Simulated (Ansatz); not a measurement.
System: SnO₂ (Pa-3, No. 205, 12 atoms in the cell; start mp-697; a measured phase of this formula has another space group). Method: r²SCAN+SOC (Ansatz, a first-principles code, plane waves, PAW).

Output (set-up and result lines):

```
Crystal: 12 atoms, lattice volume = 133.611 Å³
Basis set: ecut = 560 eV, 3959 PW (Γ), exchange–correlation on 120×120×120 points (27 copies of the dense FFT grid, shifted against one another)
Bands: 128, of which v1, the nominal top of the filled ones, is band 104 counted from 1 (103 counted from 0)
Symmetry: 24 space group operations + 24 with time reversal
k-points: 24 of 216
Initial density: superposition of atomic densities (chi_scale 0.1, normalization cell, long waves kept (reshape's long-wave potential 0.00 eV rms))
Functional: x = r2scan, c = r2scan; τ floored in thin density (d = 2e-4 eV/Å³)
spin=Noncollinear: Resta preconditioning applied to the charge; magnetization (m_x, m_y, m_z) channels mix plain (no charge-response kernel on spin).
SCF 1 converged in 9 iterations: F = -28662.535232 eV  dr2 = 6.22e-11
SCF converged after 9 iterations
Free energy (F): -28662.535232 eV
Internal energy: -28662.535232 eV  (E = F + TS)
E sigma→0 (E₀):  -28662.535232 eV
Fermi energy:    11.020583 eV
--- Forces (eV/Å), atoms counted from 1 ---
  atom   1  Sn     0.00000000    -0.00000000    -0.00000000
  atom   2  Sn     0.00000000    -0.00000000     0.00000000
  atom   3  Sn     0.00000000    -0.00000000    -0.00000000
  atom   4  Sn     0.00000000    -0.00000000     0.00000000
  atom   5  O      0.00368444    -0.00368444     0.00368444
  atom   6  O     -0.00368444     0.00368444    -0.00368444
  atom   7  O     -0.00368444     0.00368444     0.00368444
  atom   8  O      0.00368444    -0.00368444    -0.00368444
  atom   9  O      0.00368444     0.00368444    -0.00368444
  atom  10  O     -0.00368444    -0.00368444     0.00368444
  atom  11  O     -0.00368444    -0.00368444    -0.00368444
  atom  12  O      0.00368444     0.00368444     0.00368444
--- Stress (GPa, compression-positive) ---
       -1.560106      -0.000000       0.000000
       -0.000000      -1.560106       0.000000
        0.000000       0.000000      -1.560106
  P = ⅓ Tr σ = -1.5601 GPa (-15.601 kbar)
```

Question: Write an input file that could have produced this run (the log leaves some choices open).

Answer: This is not unique; one that fits is 
Ansatz 0.2 input:
```yaml
crystal:
  lattice:
    - [5.1122726228, 0.0, 0.0]
    - [0.0, 5.1122726228, 0.0]
    - [0.0, 0.0, 5.1122726228]
  atoms:
    - { symbol: Sn, position: [0.0, 0.5, 0.5] }
    - { symbol: Sn, position: [0.5, 0.5, 0.0] }
    - { symbol: Sn, position: [0.5, 0.0, 0.5] }
    - { symbol: Sn, position: [0.0, 0.0, 0.0] }
    - { symbol: O, position: [0.3393113129, 0.1606886871, 0.8393113129] }
    - { symbol: O, position: [0.6606886871, 0.8393113129, 0.1606886871] }
    - { symbol: O, position: [0.1606886871, 0.8393113129, 0.3393113129] }
    - { symbol: O, position: [0.8393113129, 0.1606886871, 0.6606886871] }
    - { symbol: O, position: [0.8393113129, 0.3393113129, 0.1606886871] }
    - { symbol: O, position: [0.1606886871, 0.6606886871, 0.8393113129] }
    - { symbol: O, position: [0.6606886871, 0.6606886871, 0.6606886871] }
    - { symbol: O, position: [0.3393113129, 0.3393113129, 0.3393113129] }
basis:
  ecutwfc: 560
  ecutrho_ratio: 4
  xc_grid: 3
kpoints:
  mp_grid: { grid: [6, 6, 6] }
hamiltonian:
  xc: r2scan
  dispersion: none
  pseudopotentials: { kind: paw }
scf:
  occupations: { method: fermi_dirac, width: 0.01 }
  convergence: { dr2_threshold: 0.0000000012 }
output:
  forces: true
  stress: true
  eigenvalues: true
magnetization:
  noncollinear: true
  spin_orbit: true
```

The PAW data were made under PBE.

Note: cell and atoms aren't relaxed at this level (pressure -1.6 GPa).

It cost roughly 2.6 core-minutes of CPU time.

A start named mp-… is a Materials Project structure, which need not be a measured phase.
